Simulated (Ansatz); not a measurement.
Base system: Mo3Os in the A15 (Cr3Si type) structure (space group Pm-3n, No. 223; a = 4.943 Å).

Perturbation: a hydrostatic pressure of 0.3 GPa.

Levels (all Ansatz, a program for electronic structure, PAW): PBEsol (420 eV, no spin-orbit coupling); PBEsol+SOC (420 eV, spin-orbit coupling included).

The geometry is relaxed with PBEsol.

- PBEsol pressure: 0.3 GPa

With PBEsol+SOC at the same geometry, the pressure increases by 0.2 GPa to 0.5 GPa.

Single points use the geometry relaxed with PBEsol. The spin-orbit shifts are approximate. Load acts through the strain it causes; cell and atoms are relaxed under it. Whether these cells are dynamically stable was not tested. The runs without spin-orbit coupling are not spin-polarised.
